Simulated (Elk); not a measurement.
A self-consistent single point of ZnCu3 (P-6m2, 4 atoms in the cell) with Elk.

Method: LDA (PW92), all-electron FP-LAPW, Elk's shipped species files, APW+lo basis with extra local orbitals (Elk).

The change in words: lattice scaled by 0.98. Reference geometry:
```
CELL_PARAMETERS angstrom
      2.56146     0.00000     0.00000
     -1.28073     2.21829     0.00000
      0.00000     0.00000     8.39759
ATOMIC_POSITIONS crystal
  Zn 0.66667 0.33333 0.00000
  Cu 0.66667 0.33333 0.50000
  Cu 0.33333 0.66667 0.25407
  Cu 0.33333 0.66667 0.74593
```

Reference input (self-consistent single point, DFT, LDA (PW92), all-electron FP-LAPW, Elk's shipped species files, APW+lo basis with extra local orbitals): rgkmax = 8; stype = 0; swidth = 0.00367493 Ha; ngridk = 12 12 3; gmaxvr = 16 1/bohr; nxlo = 2; lorbcnd = true; rmtscf = 0.94; lmaxi = 3; maxscl = 100. This run's input differs from it in these lines:

```diff
@@ -34,5 +34,5 @@
 avec
-    2.5614597513    0.0000000577    0.0000000000
-   -1.2807299256    2.2182891865    0.0000000000
-    0.0000000000    0.0000000000    8.3975900000
+    2.5102305292   -0.0000001408    0.0000000000
+   -1.2551151427    2.1739234781    0.0000000000
+    0.0000000000    0.0000000000    8.2296380000
```

The program printed (abridged):

```
│ Self-consistent loop started │
│ Loop number : 1 │
 total energy                :     -6715.09972359
│ Loop number : 2 │
 total energy                :     -6717.27985611
RMS change in Kohn-Sham potential (target) :   0.3679437036     (  0.1000000000E-05)
Absolute change in total energy (target)   :    2.180132516     (  0.1000000000E-03)
│ Loop number : 3 │
 total energy                :     -6728.69147508
RMS change in Kohn-Sham potential (target) :   0.2765905514     (  0.1000000000E-05)
Absolute change in total energy (target)   :    11.95665210     (  0.1000000000E-03)
│ Loop number : 4 │
   [... lines left out ...]
Absolute change in total energy (target)   :   0.1050807906E-02 (  0.1000000000E-03)
│ Loop number : 17 │
 total energy                :     -6750.89554325
RMS change in Kohn-Sham potential (target) :   0.5682973087E-06 (  0.1000000000E-05)
Absolute change in total energy (target)   :   0.5059005289E-03 (  0.1000000000E-03)
│ Loop number : 18 │
 total energy                :     -6750.89557894
RMS change in Kohn-Sham potential (target) :   0.1660182077E-06 (  0.1000000000E-05)
Absolute change in total energy (target)   :   0.9078642324E-04 (  0.1000000000E-03)
Convergence targets achieved

│ Loop number : 19 │

Energies :
 Fermi                       :     0.303083105303
 total energy                :     -6750.89559428

Density of states at Fermi energy :    39.92457499
 (states/Hartree/unit cell)

Estimated indirect band gap :   0.6041922412E-02
 from k-point      7 to k-point     13
Estimated direct band gap   :   0.1551440794E-01
 at k-point     18

Charges :
 core                        :    48.00000000
 valence                     :    69.00000000
 interstitial                :    3.944717590
 muffin-tins (core leakage)
  species :    1 (Zn)
   atom    1                 :    28.87398607     (  0.2013798905E-03)
  species :    2 (Cu)
   atom    1                 :    28.05984132     (  0.3726441521E-03)
   atom    2                 :    28.06072751     (  0.3728813918E-03)
   atom    3                 :    28.06072751     (  0.3728813918E-03)
 total in muffin-tins        :    113.0552824
 total calculated charge     :    116.9747429
 total charge                :    117.0000000
 error                       :   0.2525711793E-01

│ Self-consistent loop stopped │
```

The run converged in 19 iterations. The count includes the last loop, which Elk runs after its targets are met. Against the reference run the total energy goes down by 16.7 meV/atom.

The starting cell comes from a database of computed structures (which also holds hypothetical and non-ambient phases and stackings), without a prior relaxation at this level. For this run, on top of that: lattice scaled by 0.98. Spin polarisation is off. Values depend on the basis (sphere radii, cutoffs, local orbitals), which need not be converged. The log's line on a gap gives a spacing of levels on this mesh, which the program prints for metals too.

Cost on one core of a shared machine: roughly 3 min.
